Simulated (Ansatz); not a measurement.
# Short convergence ladders for LaPt2 (R3m, 6 atoms in the cell)

```yaml
crystal:
  lattice:
    - [0.00000, 3.89244, 3.89244]
    - [3.89244, 0.00000, 3.89244]
    - [3.89244, 3.89244, 0.00000]
  atoms:
    - { symbol: La, position: [0.50371, 0.50371, 0.50371] }
    - { symbol: La, position: [0.75000, 0.75000, 0.75000] }
    - { symbol: Pt, position: [0.12500, 0.12500, 0.12500] }
    - { symbol: Pt, position: [0.62500, 0.12500, 0.12500] }
    - { symbol: Pt, position: [0.12500, 0.12500, 0.62500] }
    - { symbol: Pt, position: [0.12500, 0.62500, 0.12500] }
```

Base method: LDA (PW92), default PAW files made with PBE (plane waves; Ansatz, a first-principles code).

Base settings: basis.ecutwfc = 420 eV; kpoints.mp_grid.grid = 7 7 7; hamiltonian.xc = lda; hamiltonian.pseudopotentials = {kind: paw} (the program's default PAW files); scf.occupations.method = fermi_dirac; scf.occupations.width = 0.1 eV.

The count of work is k-points × plane waves × bands × iterations; it is no time. 

**Shifted k-point meshes**

In this ladder: kpoints.mp_grid.shift = 0.5 0.5 0.5.

Only quantities that move along the ladder and can be compared are tabulated.

```csv
kpoints.mp_grid.grid,free energy less the last step's (meV/atom),pressure (GPa),largest difference of a force vector from the last step's (eV/Å),count of work / last
1 1 1,284.70,-3.44,2.784,0.0051
2 2 2,17.82,-5.75,0.333,0.0082
3 3 3,-4.15,-5.77,0.034,0.021
5 5 5,0.13,-5.66,0.019,0.068
7 7 7,0.06,-5.66,0.006,0.16
9 9 9,0.01,-5.67,0.001,0.30
14 14 14,0.00,-5.67,0.000,1.0
```

Coarsest kpoints.mp_grid.grid that holds the forces within 0.01 eV/Å of the last step, with all finer ones: 7 7 7, at 0.16 of the last step's count of work; the step before is off by 0.019 eV/Å.

Coarsest kpoints.mp_grid.grid that holds the pressure within 0.2 GPa of the last step, with all finer ones: 2 2 2, at 0.0082 of the last step's count of work; the step before is off by 2.2 GPa.

Coarsest kpoints.mp_grid.grid that holds the free energy within 5 meV/atom of the last step, with all finer ones: 3 3 3, at 0.021 of the last step's count of work; the step before is off by 18 meV/atom.

**The k-point mesh at a smearing width of 0.05 eV**

In this ladder: scf.occupations.width = 0.05 eV.

The second cell is the first with its lattice scaled by 0.98.

Only quantities that move along the ladder and can be compared are tabulated.

```tsv
kpoints.mp_grid.grid	free energy less the last step's (meV/atom)	energy of the compressed cell less the first (meV/atom)	pressure (GPa)	largest difference of a force vector from the last step's (eV/Å)	count of work / last
3 3 3	7.46	-8.94	-5.88	0.180	0.037
5 5 5	-2.20	-5.84	-5.74	0.029	0.10
7 7 7	-0.15	-5.23	-5.65	0.012	0.27
10 10 10	-0.09	-5.52	-5.69	0.001	0.72
12 12 12	0.00	-5.56	-5.69	0.000	1.0
```

Coarsest kpoints.mp_grid.grid that holds the free energy within 2 meV/atom of the last step, with all finer ones: 7 7 7, at 0.27 of the last step's count of work; the step before is off by 2.2 meV/atom.

Coarsest kpoints.mp_grid.grid that holds the pressure within 0.1 GPa of the last step, with all finer ones: 5 5 5, at 0.10 of the last step's count of work; the step before is off by 0.20 GPa.

Coarsest kpoints.mp_grid.grid that holds the energy of the compressed cell less the first within 0.2 meV/atom of the last step, with all finer ones: 10 10 10; the step before is off by 0.33 meV/atom.

The energy difference between the two cells stays within 1 meV/atom of the last step's from 5 5 5 on, the total only from 7 7 7 on: much of the error is common to both cells and cancels.

**The mesh under tetrahedron occupations**

In this ladder: scf.occupations.method = tetrahedron; scf.occupations.width = default.

Only quantities that move along the ladder and can be compared are tabulated.

| kpoints.mp_grid.grid | free energy less the last step's (meV/atom) | pressure (GPa) | largest difference of a force vector from the last step's (eV/Å) | count of work / last |
|---|---|---|---|---|
| 3 3 3 | 9.49 | -5.92 | 0.166 | 0.043 |
| 4 4 4 | 11.62 | -5.89 | 0.047 | 0.054 |
| 5 5 5 | -0.29 | -5.73 | 0.057 | 0.078 |
| 7 7 7 | 0.18 | -5.65 | 0.018 | 0.18 |
| 11 11 11 | 0.22 | -5.65 | 0.003 | 0.59 |
| 14 14 14 | 0.00 | -5.67 | 0.000 | 1.0 |

Coarsest kpoints.mp_grid.grid that holds the forces within 0.01 eV/Å of the last step, with all finer ones: 11 11 11; the step before is off by 0.018 eV/Å.

Coarsest kpoints.mp_grid.grid that holds the pressure within 0.2 GPa of the last step, with all finer ones: 5 5 5, at 0.078 of the last step's count of work; the step before is off by 0.23 GPa.

Coarsest kpoints.mp_grid.grid that holds the free energy within 1 meV/atom of the last step, with all finer ones: 5 5 5, at 0.078 of the last step's count of work; the step before is off by 12 meV/atom.

Two neighbours can agree and both be off: 3 3 3 and 4 4 4 differ by 0.02 GPa in the pressure, yet lie about 0.23 GPa from the last step.

On the base run: the starting cell comes from a database of computed structures (which also holds hypothetical and non-ambient phases and stackings), without a prior relaxation at this level. Its lattice was rescaled by up to half a per cent. One atom was moved a little off its site on purpose. Spin polarisation is off. In the base run, with a pressure of about -6 GPa the cell is away from its equilibrium volume at this level. Ansatz's pressure includes its estimate of the finite-basis (Pulay) stress.

Keys are those of Ansatz 0.2.
